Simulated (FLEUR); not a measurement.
FLEUR run on KNaCl₂ (R-3m, 4 atoms in the cell): self-consistent single point.

Method of the run: LDA (Vosko-Wilk-Nusair), all-electron FLAPW (FLEUR), scalar-relativistic valence run with FLEUR.

The change in words: lattice scaled by 0.98. Reference geometry:
```
KNaCl2
1.0
    2.08632     1.20454     6.94949
   -2.08632     1.20454     6.94949
    0.00000    -2.40908     6.94949
K Na Cl
1 1 2
Cartesian
  0.00000   0.00000  10.42423
  0.00000   0.00000   0.00000
  0.00000   0.00000  15.43758
  0.00000   0.00000   5.41089
```

Reference input (self-consistent single point, DFT, LDA (Vosko-Wilk-Nusair), all-electron FLAPW (FLEUR), scalar-relativistic valence): Kmax = 4 1/bohr; GmaxXC = 12 1/bohr; xcFunctional = vwn; jspins = 1; l_soc = F; mode = hist; fermiSmearingEnergy = 0.0001 Htr; mesh (inpgen div1-3) = 8 8 8; inpgen gamma flag = true; Gmax = 12 1/bohr; numbands = 0; maxIterBroyd = 40. This run's input differs from it in these lines:

```diff
@@ -3,5 +3,5 @@
 &input film=f /
-3.9425732769 2.2762452368 13.1326328935
--3.9425732769 2.2762452368 13.1326328935
-0.0000000000 -4.5524919914 13.1326326305
+3.8637223203 2.2307201099 12.8699799471
+-3.8637223203 2.2307201099 12.8699799471
+0.0000000000 -4.4614432552 12.8699794210
 1.0
@@ -46,5 +46,5 @@
          <bravaisMatrix>
-            <row-1>    3.9425732769000001     2.2762452367999999    13.1326328935000003</row-1>
-            <row-2>   -3.9425732769000001     2.2762452367999999    13.1326328935000003</row-2>
-            <row-3>    0.0000000000000000    -4.5524919914000002    13.1326326304999998</row-3>
+            <row-1>    3.8637223203000000     2.2307201099000000    12.8699799470999992</row-1>
+            <row-2>   -3.8637223203000000     2.2307201099000000    12.8699799470999992</row-2>
+            <row-3>    0.0000000000000000    -4.4614432551999998    12.8699794210000000</row-3>
          </bravaisMatrix>
```

Log, with long lists cut:

```
 Iteration:     1   Distance:       4.37123179 me/bohr^3
 Iteration:     2   Distance:       3.87947072 me/bohr^3
 Iteration:     3   Distance:       1.64491722 me/bohr^3
 Iteration:     4   Distance:       0.87197712 me/bohr^3
 Iteration:     5   Distance:       0.36616600 me/bohr^3
   [... 7 lines left out ...]
 Iteration:    13   Distance:       0.00011598 me/bohr^3
 Iteration:    14   Distance:       0.00001703 me/bohr^3
 Iteration:    15   Distance:       0.00001465 me/bohr^3
 Iteration:    16   Distance:       0.00000177 me/bohr^3
 Reset of history
 Run finished successfully
 Stop message:
   Structural relaxation: new displacements generated

[file out, last iteration]
             iter=     17
[...]
          total density-effective poten   -2.6409344571E+03
          total charge density-energy d   -9.9342043985E+01
 Updated energy parameters for spin:           1
[...]
 fermi energy and band-weighting factors:
    0.388946

[...]
FERMIE:
          first approx. to ef    (T=0)  :  -0.011280 htr   (energy of the highest occ. eigenvalue)
          number of occ. states  (T=0)  :       1040
          first approx. to seigv (T=0)  : -14.886321 htr
          sum of weights of occ. states :  16.000000
          sum of semicore charge        :   0.000000 e
FERHIS:  Fermi-Energy by histogram:
          bandgap                     :   0.184943 htr
   [... lines left out ...]
          charge neutrality (T=0)     :   0.000000    (zero if the highest occ. eigenvalue is "entirely" occupied)
 Direct bandgap for spin            1 :   0.18494293936223669       Htr
 ---->    free energy=                     -1683.0173381141 htr
   [... lines left out ...]
 TOTAL FORCE FOR ATOM TYPE=  1  X=  0.000   Y=  0.000   Z= 19.305
                       FX_TOT= 0.000000 FY_TOT= 0.000000 FZ_TOT= 0.000000
 TOTAL FORCE FOR ATOM TYPE=  2  X=  0.000   Y=  0.000   Z=  0.000
                       FX_TOT= 0.000000 FY_TOT= 0.000000 FZ_TOT= 0.000000
 TOTAL FORCE FOR ATOM TYPE=  3  X=  0.000   Y=  0.000   Z=-10.021
                       FX_TOT= 0.000000 FY_TOT= 0.000000 FZ_TOT= 0.000589
```

The run converged in 16 iterations. FLEUR gives forces in its relaxation mode, with a further iteration, so its stop message speaks of a relaxation. Against the reference run the free energy drops by 12.2 meV/atom and the gap on the mesh goes from 4.802 to 5.033 eV.

The starting cell comes from a database of computed structures (which also holds hypothetical and non-ambient phases and stackings), without a prior relaxation at this level. For this run, on top of that: lattice scaled by 0.98. Values depend on the basis (sphere radii, cutoffs, local orbitals), which need not be converged.

Cost on one core of a shared machine: roughly 7 min.
